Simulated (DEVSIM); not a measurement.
Structure: Schottky contact on n-type Si, at 400 K.

Layer 1 from the left is Si, thickness (μm) 1.10, Nd (cm⁻³) 2.9e15, τn (s) 1.8e-6, τp (s) 1.8e-6.

Left contact: Schottky, work function 4.57 eV, emission velocity 1e7 cm/s. Right contact: ohmic. Voltage is applied to the left contact. Recombination: SRH at mid-gap, radiative. Mobility is μmin + (μ − μmin)/(1 + (N/Nref)^α).

This is a model device: material constants are rounded textbook-type values typed into the input, and sizes, dopings and lifetimes were drawn at random. Values at 300 K; Nc and Nv go as T^1.5, mobilities as T to minus their exponent, the gap by Varshni's rule with the affinity fixed.

Si: gap (eV) 1.124, affinity (eV) 4.05, permittivity 11.7, Nc (cm⁻³) 2.86e19, Nv (cm⁻³) 3.1e19, μn (cm²/Vs) 1417, μp (cm²/Vs) 470, μn,min 52, μp,min 45, Nref,n 9.7e16, Nref,p 2.2e17, αn 0.68, αp 0.72, T exponent of μn 2.3, T exponent of μp 2.2, B (cm³/s) 4.7e-15, Varshni α (eV/K) 0.000473, Varshni β (K) 636.

### Question
Estimate by hand the built-in potential, the peak field at zero bias, the capacitance at -1.5 V, and compare with a numerical solution.

### Answer

- Built-in potential: barrier φB = 0.520 eV; Vbi = φB − kT/q ln(N_band/N) = 0.188 V; numerical 0.188 V.
- Peak field at zero bias: depletion approximation: W = √(2εVbi/(qN)) = 0.290 μm with N = 2.90e15 cm⁻³; field = 2Vbi/W = 13000 V/cm; numerical 11700 V/cm (estimate above by 11 %).
- Capacitance at -1.5 V: C = √(qεN / 2(Vbi + |V|)) = 11.9 nF/cm²; numerical 12.1 nF/cm² (estimate below by 1.2 %).

Model (solved in DEVSIM): 1D drift-diffusion, Boltzmann statistics, complete ionisation; no tunnelling, impact ionisation, image-force lowering or self-heating. Metal contacts follow the ideal Schottky-Mott rule: no Fermi-level pinning, no interface dipoles.
